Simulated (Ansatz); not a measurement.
Levels about the gap of amorphous Zr₂₀O₄₁Ba (62 atoms in a cell of 815 Å³, 5.33 g/cm³; zone centre alone, so wide bands show as single levels with stretches between that a denser mesh fills), at the geometry that PBE relaxed, where it gives 0.0 GPa on a denser mesh. The participation number counts the atoms over which a state spreads; weights are charges in smoothed Voronoi cells. The levels come from a single point, so bond lengths are those of that geometry. Method of the levels: PBE, scalar-relativistic without spin-orbit coupling (Ansatz, a quantum-chemistry and plane-wave program). Sampling: the zone centre alone; Fermi-Dirac width 0.02 eV; no spin polarisation.

The cell was made by melting and quenching with the CHGNet potential and then relaxed with DFT. O atoms were pushed apart under 1.9 Å during the dynamics, to hinder bonds among them. The hot cell started wider than the set density and was brought back towards it in steps. It is the lowest in DFT energy of 2 quenches. It is a model cell: composition and starting density were chosen by hand, and all elements were melted together. No dispersion term was used. Its density started from a set value of 5.35 and ended at 5.33 g/cm³. Cooling (nominally 450 K/ps over its main leg) ran many orders faster than in experiment, which tends to leave more defects and strain. Values belong to this one cell and scatter from quench to quench. Volume and shape were free in the relaxation.

```csv
"E - E(highest filled), eV",filling,participation number,largest on,weight O,weight Zr,weight Ba
-0.37,filled,19.2,"O, 3 neighbours",0.94,0.06,0.00
-0.35,filled,13.0,"O, 3 neighbours",0.94,0.06,0.00
-0.30,filled,24.0,"O, 3 neighbours",0.94,0.06,0.00
-0.26,filled,20.2,"O, 3 neighbours",0.94,0.05,0.00
-0.20,filled,11.9,"O, 3 neighbours",0.94,0.05,0.00
-0.08,filled,11.5,"O, 4 neighbours",0.94,0.05,0.00
0.00,filled,13.0,"O, 4 neighbours",0.96,0.04,0.00
3.53,empty,12.7,"Zr, 7 neighbours",0.36,0.64,0.00
3.78,empty,26.0,"Zr, 8 neighbours",0.36,0.64,0.00
3.91,empty,17.8,"Zr, 8 neighbours",0.32,0.67,0.00
3.95,empty,25.2,"Zr, 8 neighbours",0.34,0.65,0.00
4.00,empty,22.2,"Zr, 7 neighbours",0.35,0.65,0.00
4.04,empty,25.4,"Zr, 8 neighbours",0.35,0.64,0.00
4.10,empty,32.9,"Zr, 8 neighbours",0.33,0.67,0.00
```

Most localised among these is the filled level at -0.08 eV, on a O atom, which has 4 neighbours (Zr 2.00 Å, Zr 2.16 Å, Zr 2.80 Å, Ba 2.86 Å).
